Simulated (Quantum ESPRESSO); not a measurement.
**σyy against uniaxial strain in bcc W (space group 229): C12 (Quantum ESPRESSO, PBEsol)**

```
CELL_PARAMETERS angstrom
     -1.55385     1.57751     1.57751
      1.55385    -1.57751     1.57751
      1.55385     1.57751    -1.57751
ATOMIC_POSITIONS crystal
  W  0.00000 0.00000 0.00000
```

Computed with PBEsol, GBRV 1.5 ultrasoft (PBESOL) pseudopotentials (plane waves; Quantum ESPRESSO 7.5). Settings: ecutwfc = 52 Ry; ecutrho = 416 Ry; occupations = smearing; smearing = fermi-dirac; degauss = 0.0036749 Ry; potentials = {W: w_pbesol_v1.2.uspp.F.UPF}; K_POINTS = automatic 38 38 38 0 0 0; conv_thr = 1e-10 Ry. The cell above is the first row's. The rows stretch one cube axis (x) by the strain ε and hold the other two. Stress is positive in tension. In all rows the k mesh is held.

| ε (%) | σyy (GPa) |
|---|---|
| -1.5 | ? |
| -1.0 | -1.89 |
| -0.5 | -0.79 |
| 0.0 | 0.28 |
| 0.5 | 1.32 |
| 1.0 | 2.34 |
| 1.5 | 3.33 |
| 2.0 | 4.29 |

Problem. Fit σyy against ε with a parabola, and predict the withheld value at ε = -1.5.

Solution. Least squares gives σyy = 0.279 + 2.1143·ε - 0.0543·ε². Residuals (row less fit): 0.000, 0.002, 0.001, -0.003, 0.001, 0.002, 0.000; standard error 0.002 (degrees of freedom: 4). The slope at ε = 0, 2.1143 GPa per cent, gives C12 ≈ 100 × 2.1143 = 211 GPa, for the static lattice. At the withheld row, σyy = 0.279 + 2.1143 × (-1.5) - 0.0543 × (-1.5)² = -3.015 GPa. The calculation gives -3.02 GPa, 0.005 GPa below the prediction (0.1 % of the range of σyy in the table). The row lies outside the fitted rows, so this is an extrapolation.

Carrying the step between the two nearest rows on in a straight line would have given -2.99, off by 0.03; series whose last step already gives the withheld value aren't shown. The reference cell has the volume at which an earlier scan in this program and functional put its minimum by a fit. The unstrained cell stands at a pressure of -0.28 GPa, and the constants belong to that pressure. Spin polarisation is off. Spin-orbit coupling is off. Without a gap such slopes are sensitive to mesh and smearing. Cutoffs and mesh are single choices, not tested for convergence of this quantity. Series with a scatter that would blur these digits, or in which a gap closes, are not shown. Strain series were run only where this level's volume lies within 10 % of a first guess from the measured size.
